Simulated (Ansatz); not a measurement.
We consider CaAlO2F (model structure, started from the SrVO2H type, P4/mmm, No. 123, 5 atoms in the cell), described by PBE0 (plane waves, PAW; Ansatz, a first-principles code).

The input as run:

Ansatz 0.2 input:
```yaml
crystal:
  lattice:
    - [3.7269267348, 0.0, 0.0]
    - [0.0, 3.7269267348, 0.0]
    - [0.0, 0.0, 3.67727594]
  atoms:
    - { symbol: Ca, position: [0.5, 0.5, 0.5] }
    - { symbol: Al, position: [0.0, 0.0, 0.0] }
    - { symbol: O, position: [0.5, 0.0, 0.0] }
    - { symbol: O, position: [0.0, 0.5, 0.0] }
    - { symbol: F, position: [0.0, 0.0, 0.5] }
basis:
  ecutwfc: 460
  ecutrho_ratio: 4
  xc_grid: 2
kpoints:
  mp_grid: { grid: [6, 6, 6] }
hamiltonian:
  xc: pbe0
  dispersion: none
  pseudopotentials: { kind: paw }
scf:
  occupations: { method: fermi_dirac, width: 0.01 }
  convergence: { dr2_threshold: 0.0000000005 }
output:
  forces: true
  stress: true
  eigenvalues: true
```

The run printed, among other lines:

```
WARN output.stress: scf.exx.energy_threshold = 1e-6 eV is looser than the 5e-8 eV advised for a stress under a hybrid functional (1e-8 eV for each atom of the …
Crystal: 5 atoms, lattice volume = 51.077 Å³
Basis set: ecut = 460 eV, 1173 PW (Γ), exchange–correlation on 54×54×54 points (8 copies of the dense FFT grid, shifted against one another)
Bands: 21, of which v1, the nominal top of the filled ones, is band 16 counted from 1 (15 counted from 0)
Symmetry: 16 space group operations
Space group: P4/mmm (ITA 123), of the structure as read, at distance tolerance 3.7e-5 Å
k-points: 40 of 216
Functional: x = pbe(κ = 0.804, μ = 0.2195149727645171), c = pbe(β = 0.06672455060314922), warm-up for x = 0.75 pbe(κ = 0.804, μ = 0.2195149727645171) + 0.25 exact, c = pbe(β = 0.06672455060314922)
SCF iter   1: F=—  HF=-4305.343725 eV  |F-HF|=—  |Δ(HF+E_count)|=         —  Δρ=2.32e-3  dr2=1.31e-3
SCF iter   2: F=-4305.344252 eV  HF=-4305.344127 eV  |F-HF|=1.25e-4  |Δ(HF+E_count)|=   4.02e-4  Δρ=1.09e-3  dr2=2.04e-4
Crystal: 5 atoms, lattice volume = 51.077 Å³
Initial density: handed on by an earlier stage of this run
Functional: x = 0.75 pbe(κ = 0.804, μ = 0.2195149727645171) + 0.25 exact, c = pbe(β = 0.06672455060314922)
  ...
Crystal: 5 atoms, lattice volume = 51.077 Å³
SCF iter   6: F=—  HF=-4307.022341 eV  |F-HF|=—  |Δ(HF+E_count)|=   6.32e-9  Δρ=1.63e-6  dr2=7.33e-10
SCF iter   7: F=-4307.022341 eV  HF=-4307.022341 eV  |F-HF|=3.55e-11  |Δ(HF+E_count)|=  2.60e-10  Δρ=3.48e-7  dr2=7.63e-11
SCF 3 converged in 7 iterations: F = -4307.022341 eV  dr2 = 7.63e-11
Free energy (F): -4307.022341 eV
Internal energy: -4307.022341 eV  (E = F + TS)
E sigma→0 (E₀):  -4307.022341 eV
Fermi energy:    11.168687 eV
--- Forces (eV/Å), atoms counted from 1 ---
  atom   1  Ca     0.00000000     0.00000000     0.00000000
  atom   2  Al    -0.00000000    -0.00000000     0.00000000
  atom   3  O      0.00000000     0.00000000     0.00000000
  atom   4  O      0.00000000     0.00000000     0.00000000
  atom   5  F      0.00000000     0.00000000     0.00000000
--- Stress (GPa, compression-positive) ---
       -0.029769       0.000000       0.000000
        0.000000      -0.029769       0.000000
        0.000000       0.000000       0.107178
  P = ⅓ Tr σ = 0.0159 GPa (0.159 kbar)
```

The PAW data were made under PBE.

Note: the relaxation could raise the start's symmetry but not lower it, so the cell can be a saddle point.

It cost around 50 core-seconds (rough) of CPU time.

A model structure was made by putting elements into a prototype or built by hand; it is no filed structure, need not be a known phase, and can be a saddle point held by its symmetry.
